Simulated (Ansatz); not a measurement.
Ansatz (a first-principles code), DFT, LDA, plane waves, its default PAW files: LaBiS2O, atoms displaced (from the phase in space group 129, mp-1078397) (O2S4La2Bi2), 10 atoms. Basis and mesh were picked for this test and aren't claimed converged.

- cell = 4.06, 4.06, 14.17 Å; 90, 90, 90°
- distance to the nearest atom = 2.32 to 2.85 Å
- task = single point
- k mesh = 6×6×2
- hamiltonian.xc = lda
- kind of files = paw
- scf.occupations.method = fermi_dirac
- scf.occupations.width = 0.05 eV
- output.forces = true
- binding of workers (--pin) = off
- k-point pools (--kpoint-pools) = 1
- memory maximum (--max-ram) = 8GiB
- accuracy = medium (default)
- basis.precision = auto (default)
- basis.xc_grid = 1 (default)
- scf.eigensolver.kind = auto (default)
- scf.mixing.algorithm = auto (default)
- scf.mixing.preconditioner = auto (default)
- scf.convergence.dr2_threshold = 2.33109e-07 (default)
- scf.lower_state_search = light (default)
- k-points after symmetry = 40
- bands at the start = 54
- electrons = 88
- plane waves at Γ = 4575
- cutoff (eV) = 420
- FFT grid = 30×30×96
- symmetry operations = 1

One run each. The counts of a restarted run leave out the earlier run.

All on 4 threads. Base settings, kept where nothing else is said: earlier_run = none (default) (scf.initial_density.chi_scale, scf.initial_density.normalization, checkpoint.read, checkpoint.density_extrapolation, kpoints.initial_grid not set). The settings tried:
- checkpoint.read = first.ck, earlier_run = first_atom_moved_ang=0.1 orbitals_saved=false
- kpoints.initial_grid = auto
- scf.initial_density.chi_scale = 0.1
- scf.initial_density.chi_scale = 0, scf.initial_density.normalization = cell
- the base settings
- checkpoint.read = first.ck, earlier_run = first_atom_moved_ang=0.3 orbitals_saved=false
- checkpoint.read = first.ck, earlier_run = first_atom_moved_ang=0 orbitals_saved=false scf.convergence.dr2_threshold=0.001
- checkpoint.read = first.ck, earlier_run = first_atom_moved_ang=0.03 orbitals_saved=true, checkpoint.density_extrapolation = none
- checkpoint.read = first.ck, earlier_run = first_atom_moved_ang=0.03 orbitals_saved=false
- checkpoint.read = first.ck, earlier_run = first_atom_moved_ang=0 orbitals_saved=false hamiltonian.xc=pbe
- checkpoint.read = first.ck, earlier_run = first_atom_moved_ang=0.1 orbitals_saved=false, checkpoint.density_extrapolation = none
- checkpoint.read = first.ck, earlier_run = first_atom_moved_ang=0.1 orbitals_saved=false, checkpoint.density_extrapolation = follow_atoms
- checkpoint.read = first.ck, earlier_run = first_atom_moved_ang=0 orbitals_saved=false kpoints.mp_grid.grid=3×3×1
- checkpoint.read = first.ck, earlier_run = first_atom_moved_ang=0 orbitals_saved=true scf.convergence.dr2_threshold=0.001

Task: Which settings need the fewest SCF iterations (all cycles of the run, searches included), which the most, and do any fail to converge?

Result: Fewest SCF iterations (all cycles of the run, searches included), with those close behind: checkpoint.read = first.ck, earlier_run = first_atom_moved_ang=0 orbitals_saved=false scf.convergence.dr2_threshold=0.001 (4); checkpoint.read = first.ck, earlier_run = first_atom_moved_ang=0 orbitals_saved=true scf.convergence.dr2_threshold=0.001 (4); checkpoint.read = first.ck, earlier_run = first_atom_moved_ang=0.03 orbitals_saved=false (6); checkpoint.read = first.ck, earlier_run = first_atom_moved_ang=0 orbitals_saved=false kpoints.mp_grid.grid=3×3×1 (7). Most among those that reach the base run's result: kpoints.initial_grid = auto (15). All converged.

```tsv
setting	SCF iterations (all cycles of the run, searches included)	applications of H to a band	end
checkpoint.read = first.ck, earlier_run = first_atom_moved_ang=0 orbitals_saved=false scf.convergence.dr2_threshold=0.001	4	34508	converged
checkpoint.read = first.ck, earlier_run = first_atom_moved_ang=0 orbitals_saved=true scf.convergence.dr2_threshold=0.001	4	24341	converged
checkpoint.read = first.ck, earlier_run = first_atom_moved_ang=0.03 orbitals_saved=false	6	38874	converged
checkpoint.read = first.ck, earlier_run = first_atom_moved_ang=0 orbitals_saved=false kpoints.mp_grid.grid=3×3×1	7	40995	converged
the base settings	8	39153	converged
checkpoint.read = first.ck, earlier_run = first_atom_moved_ang=0.1 orbitals_saved=false	8	47938	converged
checkpoint.read = first.ck, earlier_run = first_atom_moved_ang=0.1 orbitals_saved=false, checkpoint.density_extrapolation = follow_atoms	8	47938	converged
checkpoint.read = first.ck, earlier_run = first_atom_moved_ang=0 orbitals_saved=false hamiltonian.xc=pbe	8	43085	converged
checkpoint.read = first.ck, earlier_run = first_atom_moved_ang=0.3 orbitals_saved=false	9	48983	converged
checkpoint.read = first.ck, earlier_run = first_atom_moved_ang=0.03 orbitals_saved=true, checkpoint.density_extrapolation = none	9	53439	converged
scf.initial_density.chi_scale = 0.1	10	53316	converged
checkpoint.read = first.ck, earlier_run = first_atom_moved_ang=0.1 orbitals_saved=false, checkpoint.density_extrapolation = none	10	49643	converged
scf.initial_density.chi_scale = 0, scf.initial_density.normalization = cell	11	61380	converged
kpoints.initial_grid = auto	15	44989	converged
```

Keys are those of Ansatz 0.2.
